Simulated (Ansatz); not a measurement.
Functionals compared on a constructed model of the (110) surface of bcc Ta, a pseudomorphic layer of Hf in the host's stacking (bottom of the slab: a bare face, its two planes held), in Ansatz (plane waves, PAW). The structure was relaxed with PBE; the other rows are single points on it. Cutoff 420 eV (500 eV for r2SCAN).

Model: 7-atom slab, 14.9 Å thick at the start, 14x14x1 mesh, Fermi-Dirac 0.1 eV, dipole correction, 2 atoms held, the rest relaxed; start symmetry kept, larger cells not searched; no spin, no spin-orbit, no U. It is one candidate, not shown to be the stable structure of the face. These notes are the PBE run's.

| functional | work function of the top face (eV) | rough cost of the single point |
|---|---|---|
| PBE | 4.45 | – |
| RPBE | 4.33 | around 60 core-seconds (rough) |
| r2SCAN | ? | around 110 core-seconds (rough) |

Task: What belongs in the gaps?

Result: 
- r2SCAN, work function of the top face (eV): 4.56

Ansatz is a quantum-chemistry and plane-wave program.
